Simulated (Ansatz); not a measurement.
```xyz
2
Lattice="0.0000 2.3171 2.3171 2.3171 0.0000 2.3171 2.3171 2.3171 0.0000" Properties=species:S:1:pos:R:3 pbc="T T T"
S      0.0000     0.0000     0.0000
Be     2.3171     2.3171     2.3171
```

No spin polarisation.

Method: Kohn–Sham DFT with the r2SCAN functional, run in Ansatz (a program for electronic structure) with PAW and 500 eV plane waves, scalar-relativistic without spin-orbit coupling. k-mesh 12×12×12 (Γ-centred); smearing 0.05 eV (Fermi–Dirac).

Predict the space group, width of the top valence band and electron mass.


- Space group: Fm-3m (No. 225)
- Width of the top valence band: 4.05 eV
- Electron mass: 0.90 mₑ along k, 0.28 mₑ across (at X)

The levels and masses belong to the bands next to the band gap. Effective masses come from finite differences of ±0.01 Å⁻¹. Along k means along the line from Γ to the band edge. Whether these cells are dynamically stable was not tested. The cell was made from MgS by this change: Mg → Be; the result is a hypothetical phase, not in the database extracts checked.
